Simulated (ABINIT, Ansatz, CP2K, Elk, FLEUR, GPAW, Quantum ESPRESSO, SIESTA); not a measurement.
Code comparison for ZrRh3 (Pm-3m, 4 atoms in the cell)

Self-consistent single point, at a second geometry (lattice scaled by 0.98). First geometry:

```xyz
4
Lattice="3.9341 0.0000 0.0000 0.0000 3.9341 0.0000 0.0000 0.0000 3.9341" Properties=species:S:1:pos:R:3 pbc="T T T"
Zr     0.0000     0.0000     0.0000
Rh     1.9671     1.9671     0.0000
Rh     0.0000     1.9671     1.9671
Rh     1.9671     0.0000     1.9671
```

Shared settings, as Ansatz (an electronic-structure program) writes them: kpoints.mp_grid.grid = 6 6 6; scf.occupations.method = fermi_dirac; scf.occupations.width = 0.05 eV. Potentials and cutoffs stand in the table.

```csv
code,model,ΔF from the first geometry (meV/atom),pressure (GPa),cutoff
CP2K,"LDA (Pade form), GPW, DZVP-MOLOPT-SR-GTH basis, GTH-PADE potentials (GTH_POTENTIALS)",-32.7,2.60,grid 500 Ry
Ansatz,"LDA (PW92), PAW files made with PBE",-19.2,4.14,default
FLEUR,"LDA (Vosko-Wilk-Nusair), all-electron FLAPW (FLEUR), scalar-relativistic valence",-14.3,–,Kmax 4.1 1/bohr
SIESTA,"LDA PW92, numerical atomic orbitals DZP, PseudoDojo LDA standard norm-conserving potentials (rewritten from UPF to PSML)",-11.0,5.71,grid 300 Ry
GPAW,"LDA (Perdew-Wang 92), GPAW PAW datasets LDA (gpaw-data 1.0.1)",-15.5,4.78,600 eV
ABINIT,"LDA (PW92), PAW (JTH v2.0 LDA PAW)",-19.4,3.97,21 Ha
Elk,"LDA (PW92), all-electron FP-LAPW, Elk's shipped species files, APW+lo basis with extra local orbitals",-26.8,–,rgkmax 7.5
Quantum ESPRESSO,"LDA (PZ), GBRV 1.5 ultrasoft (LDA) pseudopotentials",-17.2,3.00,40 Ry
```

For Quantum ESPRESSO (by 1.5 GPa) the energy change implies a higher mean pressure, against the two pressures, than for the other programs: a sign of finite-basis (Pulay) stress.

A dash marks a value that a program does not give, or that is left out as unsure.

On Ansatz's run: spin polarisation is off.

The spread over the programs that give each value: ΔF from the first geometry within 21.7 meV/atom; pressure within 3.11 GPa.

CP2K and SIESTA use small atom-centred bases, whose incompleteness enters pressures, forces and empty levels differently from a plane-wave cutoff. FLEUR and Elk treat all electrons, but the usual bases taken here (sphere radii, linearisation, local orbitals, empty states) were not tested for convergence, so the values are no reference for the others. Ansatz's pressure is given at a fixed set of plane waves, as the other plane-wave codes print theirs; with its correction for the finite basis it is 4.21 GPa. The same LDA comes in different parametrisations, which differ slightly. In the pressure, CP2K (by 1.45), SIESTA (by 1.65) and Quantum ESPRESSO (by 1.06) lie more than 1 GPa from the median of the plane-wave programs.

The starting cell comes from a database of computed structures (which also holds hypothetical and non-ambient phases and stackings), without a prior relaxation at this level. For this run, on top of that: lattice scaled by 0.98.

Keys are those of Ansatz 0.2.
